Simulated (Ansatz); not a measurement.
# A computed series for ZrSe2: pressure series

Take ZrSe2 in the CdI2 type structure (space group P-3m1, No. 164; a = 3.6619 Å, c = 5.8417 Å; layered, stacked along the Cartesian z axis) as the base.

Cell and atoms are relaxed at each pressure.

Level of theory: plane-wave PAW DFT at the PBEsol-D3(BJ) level (Ansatz, a program for electronic structure, 420 eV), no spin-orbit coupling.

```json
[
 {"pressure (GPa)": "-2", "volume per atom (Å³/atom)": "23.904"},
 {"pressure (GPa)": "-1", "volume per atom (Å³/atom)": "23.164"},
 {"pressure (GPa)": "0", "volume per atom (Å³/atom)": "22.613"},
 {"pressure (GPa)": "1.8", "volume per atom (Å³/atom)": "21.836"},
 {"pressure (GPa)": "4.2", "volume per atom (Å³/atom)": "?"},
 {"pressure (GPa)": "18", "volume per atom (Å³/atom)": "18.168"},
 {"pressure (GPa)": "30", "volume per atom (Å³/atom)": "16.695"},
 {"pressure (GPa)": "45", "volume per atom (Å³/atom)": "15.405"},
 {"pressure (GPa)": "60", "volume per atom (Å³/atom)": "14.503"}
]
```

Question: Fit the third-order Birch–Murnaghan form P(V) = (3B₀/2)[(V₀/V)^(7/3) − (V₀/V)^(5/3)]·[1 + (3/4)(B₀′ − 4)((V₀/V)^(2/3) − 1)] (squares taken in P) to the rows shown and predict the withheld row.

Answer: Least squares on the printed values gives V₀ = 22.685 Å³/atom, B₀ = 49.1 GPa, B₀′ = 4.4; this predicts 21.092 Å³/atom, and the run gives 21.024 Å³/atom, 0.068 lower.

Load acts through the strain it causes; cell and atoms are relaxed under it. Whether these cells are dynamically stable was not tested. No other phases were tried under pressure. The final runs are not spin-polarised.
